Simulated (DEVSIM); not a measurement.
Device: abrupt Si n-p junction, at 300 K.

Layer 1 from the left is Si, thickness (μm) 0.960, Nd (cm⁻³) 1.1e15, τn (s) 0.00029, τp (s) 0.00029. Layer 2 from the left is Si, thickness (μm) 1.00, Na (cm⁻³) 2.2e16, τn (s) 0.00029, τp (s) 0.00029.

Left contact: ohmic. Right contact: ohmic. Voltage is applied to the left contact. Recombination: SRH at mid-gap. Mobility is μmin + (μ − μmin)/(1 + (N/Nref)^α).

This is a model device: material constants are rounded textbook-type values typed into the input, and sizes, dopings and lifetimes were drawn at random. Values at 300 K.

Si: gap (eV) 1.124, affinity (eV) 4.05, permittivity 11.7, Nc (cm⁻³) 2.86e19, Nv (cm⁻³) 3.1e19, μn (cm²/Vs) 1417, μp (cm²/Vs) 470, μn,min 52, μp,min 45, Nref,n 9.7e16, Nref,p 2.2e17, αn 0.68, αp 0.72.

Model (solved in DEVSIM): 1D drift-diffusion, Boltzmann statistics, complete ionisation; no tunnelling, impact ionisation, image-force lowering or self-heating.

What does the simulation give for the dark forward voltage at 1 A/cm², the dark forward voltage at 100 A/cm², the potential step across the device at zero bias?

dark forward voltage at 1 A/cm² 0.504 V; dark forward voltage at 100 A/cm² 0.658 V; potential step across the device at zero bias 0.674 V.
